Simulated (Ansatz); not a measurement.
Input for (Al,Ti)N alloy cell Al3TiN4 (rock salt start):

Ansatz 0.2 input:
```yaml
crystal:
  lattice:
    - [-4.132724399, 4.135206861, 4.135736438]
    - [4.135002818, -4.114523064, 4.117330247]
    - [4.144112106, 4.125910853, -4.115052053]
  atoms:
    - { symbol: Al, position: [-0.001501989, 0.246963569, 0.747274527] }
    - { symbol: Al, position: [-0.002882432, 0.500722156, 0.499689025] }
    - { symbol: Al, position: [-0.003098122, 0.74922744, 0.251908957] }
    - { symbol: Al, position: [0.248291682, 0.000207384, 0.746108691] }
    - { symbol: Al, position: [-0.012416386, -0.0068178, -0.011684545] }
    - { symbol: Ti, position: [0.253630746, 0.254495776, 0.491123484] }
    - { symbol: Ti, position: [0.254539842, 0.496312334, 0.250137125] }
    - { symbol: Al, position: [0.502290177, 0.75455127, 0.753910933] }
    - { symbol: Ti, position: [0.25397655, 0.753340177, 0.009084558] }
    - { symbol: Al, position: [0.506652775, 0.001872632, 0.509370827] }
    - { symbol: Ti, position: [0.488313356, 0.246336766, 0.249906041] }
    - { symbol: Al, position: [0.754413598, 0.502274508, 0.753821381] }
    - { symbol: Al, position: [0.503168526, 0.498978394, -0.003452535] }
    - { symbol: Al, position: [0.753475764, 0.751919354, 0.500763823] }
    - { symbol: Al, position: [0.75335574, 0.000969959, 0.252035088] }
    - { symbol: Al, position: [0.748780058, 0.250545364, 0.001113588] }
    - { symbol: N, position: [0.520812622, 0.75978246, 0.261190689] }
    - { symbol: N, position: [0.50735831, 0.000569031, -0.007180038] }
    - { symbol: N, position: [0.507510871, 0.250499724, 0.756727816] }
    - { symbol: N, position: [0.756565229, 0.506681657, 0.249564286] }
    - { symbol: N, position: [0.524544457, 0.523688245, 0.521975072] }
    - { symbol: N, position: [0.749385269, 0.749687925, -0.000597366] }
    - { symbol: N, position: [0.749938047, 0.001071521, 0.749979937] }
    - { symbol: N, position: [-0.020578242, 0.24030141, 0.238577548] }
    - { symbol: N, position: [0.757988886, 0.250691705, 0.508473099] }
    - { symbol: N, position: [-0.016464261, 0.491051271, -0.007346975] }
    - { symbol: N, position: [-0.006078145, 0.749989806, 0.74311746] }
    - { symbol: N, position: [0.235444846, -0.014496187, 0.250049225] }
    - { symbol: N, position: [-0.006259561, -0.006716862, 0.498683826] }
    - { symbol: N, position: [0.237595195, 0.237613942, -0.023569222] }
    - { symbol: N, position: [0.2504381, 0.500337427, 0.750251605] }
    - { symbol: N, position: [0.250808461, 0.757347649, 0.508992016] }
basis:
  ecutwfc: 420
  ecutrho_ratio: 4
  xc_grid: 2
kpoints:
  mp_grid: { grid: [4, 4, 4] }
hamiltonian:
  xc: pbe
  dispersion: none
  pseudopotentials: { kind: paw }
scf:
  n_extra_bands: 27
  occupations: { method: fermi_dirac, width: 0.05 }
output:
  forces: true
  stress: true
relax:
  f_tol: 0.03
  max_steps: 90
  cell: { stress_tol: 0.15 }
```

Method: PBE (plane waves to 420 eV, PAW; Ansatz, a program for electronic structure). Spin–orbit coupling is left out; the runs are not spin-polarised. Its k-point mesh 4×4×4, Fermi–Dirac width 0.05 eV.

**Question.** What does the end of the output print (band table and long remarks left out, numbers rounded to eight decimals)?

**Answer.** 
```
SCF converged after 6 iterations
Free energy (F): -22631.978019 eV
Harris-Foulkes:  -22631.978019 eV  (|F-HF|=7.28e-12)
Internal energy: -22631.904260 eV  (E = F + TS)
E sigma→0 (E₀):  -22631.941139 eV
Entropy (-TS):   -0.073758 eV (-2.305 meV/atom)
Fermi energy:    13.704221 eV
--- Per-component energies (eV) ---
  E_band       = -38.307204
  E_kinetic    = 3564.693048
  E_local      = -7184.115015  (includes V_loc(G=0)·N_el)
  E_nonlocal   = 854.297126
  E_hartree    = 2936.231063
  E_xc         = -1871.599936
  E_vxc        = -2117.118995  (∫ρ·V_xc dr)
  E_paw        = -11832.124565  (= ΣΔE_a)
  E_vpaw       = -1028.527383  (= ΣTr[D̂ρ^β])
  E_aug_tail   = 0.001978  (compensation charges beyond the density's cutoff)
  E_ewald      = -9099.287958
  E_smearing   = -0.073758  (= −TS)
  E_closure    = 0.000000  (closes the sum)
  Σ components = -22631.978019   (vs F -22631.978019, Δ=0.00e0)
--- Forces (eV/Å), atoms counted from 1 ---
  atom   1  Al     0.00521694     0.00312587     0.01086087
  atom   2  Al     0.00691749    -0.00107414     0.00629796
  atom   3  Al    -0.00197900    -0.00158236     0.00664359
  atom   4  Al     0.00314958     0.00020929     0.00720090
  atom   5  Al     0.00198512    -0.00695301     0.00475802
  atom   6  Ti    -0.00572713    -0.00429298     0.00138995
  atom   7  Ti     0.00111474    -0.00673994     0.00624102
  atom   8  Al     0.00043407     0.00246197     0.00168956
  atom   9  Ti     0.01951697     0.00253229     0.00392265
  atom  10  Al    -0.00269740     0.00909888     0.00215779
  atom  11  Ti    -0.00697799     0.00034139    -0.01156055
  atom  12  Al     0.00537022    -0.00199591     0.00679495
  atom  13  Al     0.00656959     0.00047596     0.00954280
  atom  14  Al     0.00671767     0.00114861    -0.00127821
  atom  15  Al     0.00203745     0.00262298     0.00370329
  atom  16  Al     0.00518011     0.00327056    -0.00144347
  atom  17  N      0.00000876     0.00311853    -0.00534826
  atom  18  N     -0.00123253     0.00246582     0.00335600
  atom  19  N     -0.00225093    -0.00215948    -0.00462939
  atom  20  N     -0.00347957     0.00196190    -0.00724329
  atom  21  N     -0.00330540     0.00011349    -0.00404022
  atom  22  N     -0.00518649     0.00017163    -0.00014139
  atom  23  N     -0.00662933     0.00150937    -0.00809468
  atom  24  N     -0.00804567     0.00060981    -0.00208089
  atom  25  N     -0.00325852    -0.00391375    -0.00401657
  atom  26  N     -0.00326414     0.00130758    -0.00651914
  atom  27  N      0.00080964    -0.00555912    -0.00827530
  atom  28  N      0.00044819    -0.00249839     0.00331124
  atom  29  N      0.00068394    -0.00072559    -0.00099291
  atom  30  N      0.00172760     0.00158379    -0.00928956
  atom  31  N     -0.00963422     0.00075137    -0.00293005
  atom  32  N     -0.00421872    -0.00138602     0.00001370
  max |Σ_I F_I| component: 1.04e-6 eV/Å
--- Stress (GPa, compression-positive) ---
       -0.083450       0.010322      -0.003534
        0.010322      -0.061029       0.016581
       -0.003534       0.016581      -0.067593
  P = ⅓ Tr σ = -0.0707 GPa (-0.707 kbar)
--- Relaxed structure (6 steps of the walk, 6 accepted, 1 SCFs on fresh bases) ---
  F+E_penalty+E_count = -22631.97801854 eV   max|allowed force component| = 1.952e-2 eV/Å   (the final SCF, on the basis selected at the relaxed cell)
  cell:  # Å, volume = 282.0908 Å³
    - [-4.12047484, 4.13474280, 4.15036991]
    - [4.12325118, -4.10444344, 4.12278623]
    - [4.13705647, 4.12105645, -4.11999764]
  atoms:
    - { symbol: Al, position: [-0.00089278, 0.24825216, 0.74611694] }
    - { symbol: Al, position: [-0.00270265, 0.50167455, 0.50161228] }
    - { symbol: Al, position: [-0.00399561, 0.74795396, 0.25164922] }
    - { symbol: Al, position: [0.24844682, -0.00019311, 0.74555034] }
    - { symbol: Al, position: [-0.01296965, -0.00785788, -0.01137427] }
    - { symbol: Ti, position: [0.25447993, 0.25320313, 0.48557805] }
    - { symbol: Ti, position: [0.25199348, 0.49332238, 0.25016258] }
    - { symbol: Al, position: [0.50091100, 0.75271785, 0.75328609] }
    - { symbol: Ti, position: [0.25631921, 0.75761756, 0.01129748] }
    - { symbol: Al, position: [0.50727093, 0.00181678, 0.51093928] }
    - { symbol: Ti, position: [0.48499840, 0.24293271, 0.24950229] }
    - { symbol: Al, position: [0.75323126, 0.50108635, 0.75290938] }
    - { symbol: Al, position: [0.50374150, 0.49953816, -0.00355082] }
    - { symbol: Al, position: [0.75395946, 0.75223343, 0.50036947] }
    - { symbol: Al, position: [0.75296415, 0.00068212, 0.25231548] }
    - { symbol: Al, position: [0.74863437, 0.25103870, 0.00057843] }
    - { symbol: N, position: [0.51410626, 0.75742241, 0.25668293] }
    - { symbol: N, position: [0.50615638, -0.00011707, -0.00701146] }
    - { symbol: N, position: [0.50503817, 0.24988201, 0.75403784] }
    - { symbol: N, position: [0.75512576, 0.50571898, 0.24994915] }
    - { symbol: N, position: [0.52280558, 0.52369164, 0.52060677] }
    - { symbol: N, position: [0.75052536, 0.75044620, 0.00093977] }
    - { symbol: N, position: [0.75134075, 0.00196020, 0.75092422] }
    - { symbol: N, position: [-0.01524168, 0.24266326, 0.24271825] }
    - { symbol: N, position: [0.75397483, 0.24950701, 0.50498508] }
    - { symbol: N, position: [-0.01248625, 0.49215856, -0.00736604] }
    - { symbol: N, position: [-0.00216513, 0.75177793, 0.74651180] }
    - { symbol: N, position: [0.23717739, -0.01366374, 0.24944778] }
    - { symbol: N, position: [-0.00512076, -0.00446871, 0.50049613] }
    - { symbol: N, position: [0.24287233, 0.24232576, -0.01500866] }
    - { symbol: N, position: [0.24951942, 0.49986618, 0.74983271] }
    - { symbol: N, position: [0.24998177, 0.75481055, 0.50531143] }
```

Cost: around 12 core-minutes (rough).
